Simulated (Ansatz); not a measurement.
Where the default PAW files enter, the runs use the earlier of Ansatz's two default sets.

By PBEsol, the system below comes out a metal.

Without scattering a metal conducts by its projected Fermi surface.

```
Cu
1.0
    2.47903     0.00000     0.00000
   -1.23952     2.14691     0.00000
    1.23952     0.71564     2.02412
Cu
1
Direct
  0.00000   0.00000   0.00000
```

Space group of this cell: Fm-3m, fcc (Cu type). The cell is strained (all lengths scaled by 0.98); by PBEsol its mean pressure is 9.2 GPa.

The current flows along the normal of the first two printed cell vectors, the (111) plane of the conventional cell. No spin-orbit coupling; the value is a mean over 0.1 eV about the Fermi level.

### Question
Predict the ballistic conductance per area from Ansatz (a first-principles code) with PBEsol.

### Answer
1.2 × 10¹⁵ S/m² for both spins.
